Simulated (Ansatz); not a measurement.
NaF: uniaxial strain ε_zz = −2.50 %

Take NaF in the rock salt structure (space group Fm-3m, No. 225; a = 4.6291 Å) as the base. Axes: x, y, z lie along the cube axes.

Perturbation: uniaxial strain ε_zz = −2.50 %, all other strain components held at zero; the atoms relax in the strained cell.

Level of theory: PBEsol (Ansatz, a quantum-chemistry and plane-wave program; PAW; 420 eV plane waves; without spin-orbit coupling). Settings: 12×12×12 k-points, 0.05 eV Fermi–Dirac smearing.

The volume per atom falls by 0.31 Å³ to 12.09 Å³ and the space group goes from Fm-3m (No. 225) to I4/mmm (No. 139). The shortest interatomic distance falls by 0.058 Å to 2.257 Å and the energy increases by 2.8 meV/atom. The pressure (mean of the normal stresses, compression positive) goes from zero to 1.39 GPa and the band gap increases by 0.13 eV, from 6.20 eV to 6.33 eV. The gap character remains direct at Γ and the electron mass is still 0.56 mₑ (at Γ). The stress (xx, yy, zz, yz, xz, xy; compression positive) comes out as (0.58, 0.58, 3.00, 0.00, 0.00, 0.00) GPa.

Masses are band curvatures over ±0.01 Å⁻¹ around the edge. Stability against distortions was not tested. k-point labels follow each cell's own Brillouin zone.
